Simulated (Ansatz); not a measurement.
OH on the 1x1 (111) surface of fcc Al, one in a 2x2 cell, energies for each (28.3 Å²). Energies are against H2O(g) − ½ H2(g), without zero-point or thermal terms; each row is named by its start.

Method: PBE (plane waves to 420 eV, PAW; Ansatz, an electronic-structure program).

**Question.** Which site binds most strongly?
A. hollow Al-Al-Al over Al at depth 4.6 Å
B. bridge Al-Al (span 2.9 Å)
C. top Al

**Answer.** B, bridge Al-Al (span 2.9 Å). Adsorption energies: bridge Al-Al (span 2.9 Å) -0.73 eV; hollow Al-Al-Al over Al at depth 4.6 Å -0.66 eV; top Al -0.66 eV.
